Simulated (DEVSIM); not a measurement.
Device: InP/In0.53Ga0.47As p-n heterojunction, at 300 K.

```csv
layer (left to right),material,thickness (μm),Nd (cm⁻³),Na (cm⁻³),τn (s),τp (s)
1,InP,0.190,-,6.2e16,1.4e-8,1.4e-8
2,In0.53Ga0.47As,0.320,1e16,-,1.4e-8,1.4e-8
```

Left contact: ohmic. Right contact: ohmic. Voltage is applied to the left contact. Recombination: SRH at mid-gap. Mobility is μmin + (μ − μmin)/(1 + (N/Nref)^α).

The device is made up for the run: typed textbook-type constants, with dimensions and the other settings drawn at random. Values at 300 K.

| parameter | InP | In0.53Ga0.47As |
|---|---|---|
| gap (eV) | 1.344 | 0.74 |
| affinity (eV) | 4.38 | 4.51 |
| permittivity | 12.5 | 13.9 |
| Nc (cm⁻³) | 5.7e17 | 2.1e17 |
| Nv (cm⁻³) | 1.1e19 | 7.7e18 |
| μn (cm²/Vs) | 5200 | 12000 |
| μp (cm²/Vs) | 170 | 300 |
| μn,min | 400 | 300 |
| μp,min | 10 | 10 |
| Nref,n | 3e17 | 1.3e17 |
| Nref,p | 4.9e17 | 4.9e17 |
| αn | 0.47 | 0.48 |
| αp | 0.62 | 0.4 |

Model (solved in DEVSIM): 1D drift-diffusion, Boltzmann statistics, complete ionisation; no tunnelling, impact ionisation, image-force lowering or self-heating. Band offsets follow the typed affinities; no thermionic-emission limit at abrupt steps, no polarisation charge.

Q: Tabulate band edges, carrier densities and field at zero bias.

A: Energies count from the Fermi level of the right contact; mesh points crowd at the junctions.

```csv
x (μm),Ec (eV),Ev (eV),n (cm⁻³),p (cm⁻³),field (V/cm)
0.000,1.210,-0.134,< 1e2,6.2e16,-63
0.003989,1.210,-0.134,< 1e2,6.2e16,-65
0.01050,1.210,-0.134,< 1e2,6.2e16,-76
0.02276,1.210,-0.134,< 1e2,6.2e16,-130
0.05301,1.209,-0.135,< 1e2,5.9e16,-710
0.09479,1.197,-0.147,< 1e2,3.7e16,-7100
0.1369,1.116,-0.228,< 1e2,1.6e15,-35000
0.1672,0.969,-0.375,< 1e2,5.5e12,-62000
0.1795,0.886,-0.458,740,2.2e11,-73000
0.1860,0.836,-0.508,5100,3.3e10,-79000
0.1900,0.804,-0.540,18000,9.3e9,-79000
0.1951,0.643,-0.097,3300000,1.8e17,-51000
0.2033,0.606,-0.134,1.4e7,4.4e16,-40000
0.2169,0.556,-0.184,9.5e7,6.3e15,-35000
0.2553,0.433,-0.307,1.1e10,5.4e13,-29000
0.3072,0.298,-0.442,2.1e12,2.9e11,-23000
0.3899,0.155,-0.585,5.3e14,1.1e9,-12000
0.4431,0.107,-0.633,3.3e15,1.8e8,-6300
0.4824,0.088,-0.652,7.0e15,8.6e7,-3700
0.4962,0.083,-0.657,8.4e15,7.1e7,-3300
0.5046,0.080,-0.660,9.4e15,6.4e7,-3200
0.5100,0.079,-0.661,1.0e16,6.0e7,-3200
```
